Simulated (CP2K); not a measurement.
## CP2K run on SrYMg6 (Amm2, 8 atoms in the cell): self-consistent single point

Method of the run: LDA (Pade form), GPW, TZVP-MOLOPT-SR-GTH basis, GTH-PADE potentials (GTH_POTENTIALS) (CP2K 2026.2).

This input was run:

```
&GLOBAL
  PROJECT scf
  RUN_TYPE ENERGY_FORCE
  PRINT_LEVEL MEDIUM
&END GLOBAL
&FORCE_EVAL
  METHOD Quickstep
  STRESS_TENSOR ANALYTICAL
  &DFT
    BASIS_SET_FILE_NAME BASIS_MOLOPT_UCL
    POTENTIAL_FILE_NAME GTH_POTENTIALS
    &QS
      METHOD GPW
      EPS_DEFAULT 1E-10
    &END QS
    &MGRID
      CUTOFF 500
      REL_CUTOFF 50
      NGRIDS 5
    &END MGRID
    &SCF
      SCF_GUESS ATOMIC
      EPS_SCF 1E-7
      MAX_SCF 100
      ADDED_MOS 6
      &DIAGONALIZATION
        ALGORITHM STANDARD
      &END DIAGONALIZATION
      &MIXING
        METHOD BROYDEN_MIXING
        ALPHA 0.2
        NBUFFER 10
        BETA 1
      &END MIXING
      &SMEAR ON
        METHOD FERMI_DIRAC
        ELECTRONIC_TEMPERATURE [K] 1160.45
      &END SMEAR
    &END SCF
    &KPOINTS
      SCHEME MONKHORST-PACK 4 3 3
      GAMMA_CENTERED T
    &END KPOINTS
    &XC
      &XC_FUNCTIONAL PADE
      &END XC_FUNCTIONAL
    &END XC
    &PRINT
      &MO
        EIGENVALUES T
        OCCUPATION_NUMBERS T
        NDIGITS 8
        FILENAME mo
        &EACH
          QS_SCF 0
        &END EACH
        ADD_LAST NUMERIC
      &END MO
      &MULLIKEN ON
      &END MULLIKEN
    &END PRINT
  &END DFT
  &SUBSYS
    &CELL
      ABC 5.26014000 6.83580400 6.83580405
      ALPHA_BETA_GAMMA 62.50240993 90.00000000 90.00000000
      PERIODIC XYZ
    &END CELL
    &COORD
      SCALED
      Sr       0.00000000     0.59812000     0.59812000
      Y        0.50000000     0.90393000     0.90393000
      Mg       0.50000000     0.38620000     0.94212000
      Mg       0.50000000     0.94212000     0.38620000
      Mg       0.50000000     0.40582000     0.40582000
      Mg       0.00000000     0.10925000     0.57149000
      Mg       0.00000000     0.57149000     0.10925000
      Mg       0.00000000     0.08308000     0.08308000
    &END COORD
    &KIND Sr
      BASIS_SET TZVP-MOLOPT-SR-GTH-q10
      POTENTIAL GTH-PADE-q10
    &END KIND
    &KIND Y
      BASIS_SET TZVP-MOLOPT-SR-GTH-q11
      POTENTIAL GTH-PADE-q11
    &END KIND
    &KIND Mg
      BASIS_SET TZVP-MOLOPT-SR-GTH-q2
      POTENTIAL GTH-PADE-q2
    &END KIND
  &END SUBSYS
  &PRINT
    &FORCES ON
    &END FORCES
    &STRESS_TENSOR ON
    &END STRESS_TENSOR
  &END PRINT
&END FORCE_EVAL
```

Output (repeated stretches shortened):

```
 GLOBAL| Method name                                                        CP2K
 GLOBAL| Project name                                                        scf
 GLOBAL| Run type                                                   ENERGY_FORCE

 CELL| Volume [angstrom^3]:                                           218.029341
 CELL| Vector a [angstrom]:       5.260     0.000     0.000   |a| =     5.260140
 CELL| Vector b [angstrom]:       0.000     6.836     0.000   |b| =     6.835804
 CELL| Vector c [angstrom]:       0.000     3.156     6.064   |c| =     6.835804
 CELL| Angle (b,c), alpha [degree]:                                    62.502410
 CELL| Angle (a,c), beta  [degree]:                                    90.000000
 CELL| Angle (a,b), gamma [degree]:                                    90.000000
 CELL| Numerically orthorhombic:                                              NO
 CELL| Periodicity                                                           XYZ

 DFT| Spin restricted Kohn-Sham (RKS) calculation                            RKS
 DFT| Multiplicity                                                             2
 DFT| Number of spin states                                                    1
 DFT| Charge                                                                   0
 DFT| XC density smoothing                                                  NONE
 DFT| XC derivatives                                                          PW

 QS| Method:                                                                 GPW
 QS| Density plane wave grid type                        NON-SPHERICAL FULLSPACE
 QS| Number of grid levels:                                                    5
 QS| Density cutoff [a.u.]:                                                250.0
 QS| Multi grid cutoff [a.u.]: 1) grid level                               250.0
   [... lines left out ...]
 BRILLOUIN| Wavefunction type                                            COMPLEX
 BRILLOUIN| List of Kpoints [2 Pi/Bohr]                                       19
 BRILLOUIN| Number           Weight            X              Y              Z
 BRILLOUIN|     1           0.05556       -0.25000       -0.33333       -0.33333
 BRILLOUIN|     2           0.05556       -0.25000       -0.33333        0.00000
 BRILLOUIN|     3           0.05556       -0.25000       -0.33333        0.33333
   [... 16 lines left out ...]
 *******************************************************************************

 Extrapolation method: initial_guess

 Re-scaling the density matrix to get the right number of electrons
                  # Electrons              Trace(P)               Scaling factor
                           33                33.000                        1.000

 Number of electrons:                                                         33
 Number of occupied orbitals:                                                 17
 Number of molecular orbitals:                                                23

 Number of orbital functions:                                                 89
 Number of independent orbital functions:                                     89
 SCF WAVEFUNCTION OPTIMIZATION

  Step     Update method      Time    Convergence         Total energy    Change
     1 NoMix/Diag. 0.20E+00      -     2.16326271       -75.0866293118 -7.51E+01
     2 Broy./Diag. 0.20E+00      -     0.03578565       -74.6830340460  4.04E-01
     3 Broy./Diag. 0.20E+00      -     0.09070947       -74.5794649450  1.04E-01
     4 Broy./Diag. 0.20E+00      -     0.02792041       -74.5581236138  2.13E-02
     5 Broy./Diag. 0.20E+00      -     0.01499864       -74.5317317711  2.64E-02
     6 Broy./Diag. 0.20E+00      -     0.00661430       -74.4638927672  6.78E-02
     7 Broy./Diag. 0.20E+00      -     0.00459669       -74.4519616444  1.19E-02
   [... 4 lines left out ...]
    12 Broy./Diag. 0.20E+00      -     0.00000211       -74.4703526181 -3.25E-04
    13 Broy./Diag. 0.20E+00      -     0.00000740       -74.4703360030  1.66E-05
    14 Broy./Diag. 0.20E+00      -     0.00000061       -74.4703113514  2.47E-05
    15 Broy./Diag. 0.20E+00      -     0.00000071       -74.4703092574  2.09E-06
    16 Broy./Diag. 0.20E+00      -     0.00000006       -74.4703083567  9.01E-07
  *** SCF run converged in    16 steps ***

  Electronic density on regular grids:        -32.9999999998        0.0000000002
  Core density on regular grids:               32.9999999846       -0.0000000154
  Total charge density on r-space grids:       -0.0000000152
  Total charge density g-space grids:          -0.0000000152

  Overlap energy of the core charge distribution:               0.00000000043715
  Self energy of the core charge distribution:               -141.01654200487994
  Core Hamiltonian energy:                                     31.12635888430340
  Hartree energy:                                              47.19501848862065
  Exchange-correlation energy:                                -11.76866864395389
  Electronic entropic energy:                                  -0.00647508122118
  Fermi energy:                                                 0.13333042743441

  Total energy:                                               -74.47030835669779
  Total energy (extrapolated to T->0):                        -74.46707081608720

                     Mulliken Population Analysis

 #  Atom  Element  Kind  Atomic population                           Net charge
       1     Sr       1          9.739730                              0.260270
       2     Y        2         10.833272                              0.166728
       3     Mg       3          2.083281                             -0.083281
       4     Mg       3          2.083260                             -0.083260
       5     Mg       3          2.038775                             -0.038775
       6     Mg       3          2.085038                             -0.085038
       7     Mg       3          2.084999                             -0.084999
       8     Mg       3          2.051645                             -0.051645
 # Total charge                             33.000000                  0.000000

 ENERGY| Total FORCE_EVAL ( QS ) energy [hartree]            -74.470308591759775

 FORCES| Atomic forces [hartree/bohr]
 FORCES|   Atom     x               y               z               |f|
 FORCES|      1 -5.41855712E-15  5.87218866E-04  3.57383407E-04   6.87421920E-04
 FORCES|      2  4.21405320E-15  5.72954938E-04  3.45701760E-04   6.69168939E-04
 FORCES|      3  7.91779438E-16  7.41759760E-04 -1.28006042E-04   7.52723779E-04
 FORCES|      4  7.04367570E-16  2.30389816E-04  7.17303370E-04   7.53394712E-04
 FORCES|      5  5.04120845E-16  1.28160645E-03  7.79271018E-04   1.49992614E-03
 FORCES|      6 -7.66081777E-16 -1.80153863E-03  1.05548927E-03   2.08796529E-03
 FORCES|      7 -5.68856392E-16  1.01626500E-04 -2.08549501E-03   2.08796968E-03
 FORCES|      8 -3.60404909E-16 -1.70997592E-03 -1.03919502E-03   2.00098574E-03
 FORCES| Sum    -8.99579141E-16  4.04178306E-06  2.45275656E-06
 FORCES| Total atomic force                                       4.72779284E-06

 STRESS| Analytical stress tensor [bar]
 STRESS|                        x                   y                   z
 STRESS|      x       -2.31804382753E+04   2.36402133910E-10  -2.27883729547E-11
 STRESS|      y        2.36402133910E-10  -2.10459695599E+04  -7.45083441617E+02
 STRESS|      z       -2.27883729547E-11  -7.45083441617E+02  -2.02829570636E+04
 STRESS| 1/3 Trace                                            -2.15031216329E+04
```

The run converged in 16 iterations.

The starting cell comes from a database of computed structures (which also holds hypothetical and non-ambient phases and stackings), without a prior relaxation at this level. Values carry the incompleteness of an atom-centred basis.

Cost on one core of a shared machine: roughly 80 s.
